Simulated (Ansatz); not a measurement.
The starting structures come from a database of crystals and need not be the phases stable at ambient conditions.

By PBEsol, the system below comes out a metal.

Without scattering a metal conducts by its projected Fermi surface.

Input:

```yaml
crystal:
  lattice:
    - [5.92705, 0.00000, 0.00000]
    - [-0.21582, 6.70671, 0.00000]
    - [-0.10791, 3.35335, 2.09839]
  atoms:
    - { symbol: Bi, position: [0.26249, 0.66050, 0.00000] }
    - { symbol: Bi, position: [0.73751, 0.33950, 0.00000] }
    - { symbol: Pt, position: [0.00000, 0.00000, 0.00000] }
```

Space group of this cell: C2/m. The cell is taken as given; by PBEsol its mean pressure is -3.8 GPa.

The current flows along the normal of the first two printed cell vectors. No spin-orbit coupling; the value is a mean over 0.1 eV about the Fermi level.

Q: Give the ballistic conductance per area that PBEsol (Ansatz, a quantum-chemistry and plane-wave program) yields.

A: 0.81 × 10¹⁵ S/m² for both spins.
